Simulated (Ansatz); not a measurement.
Cu on the 1x1 (110) surface of zinc-blende InP (cut with top plane In + P), one in a 1x1 cell, energies for each (25.1 Å²). Energies are against an atom of fcc Cu, without zero-point or thermal terms; each row is named by its start.

Host crystal: zinc-blende InP, with a band gap (PBE, scalar-relativistic without spin-orbit coupling).

All values below come from PBE (plane waves to 420 eV, PAW; Ansatz, an electronic-structure program).

Slab: 11 atoms, 8.9 Å thick at the start under the adsorbate (thin: gaps and levels are the slab's own); k 6x4x1, smearing 0.01 eV, dipole-corrected; 4 atoms held, the rest relaxed; each run with such symmetry as its start has; spin-polarised, no spin-orbit, no U, no dispersion correction.

A negative adsorption energy means that the adsorbate is more stable on the surface than in its reference. Starts that drift may end in the same place. Heights count from the host atoms within 0.3 Å of the top one. Moments of ungapped slabs depend on the mesh.

```tsv
starting site	E_ads (eV)	height (Å)	nearest host atom (Å)	bonded to	change of the vacuum step (eV)	lateral drift (Å)	moment (μB)
top P	1.34	0.46	P 2.28	3 In + P	-0.27	2.3	0.0
top In (the adsorbate rearranged the host)	0.91	0.45	P 2.24	In + 2 P	-0.37	2.0	0.0
hollow In-In-P-P	1.34	0.43	P 2.28	3 In + P	-0.26	0.5	0.0
hollow beside P	…	0.96	P 2.26	2 In + P	-0.40	0.7	0.8
bridge In-P (span 5.2 Å)	…	-0.30	P 2.38	4 In + 3 P	-0.06	1.3	0.0
```

Q: Complete the blanks.

A: 
- hollow beside P, E_ads (eV): 1.85
- bridge In-P (span 5.2 Å), E_ads (eV): 0.96
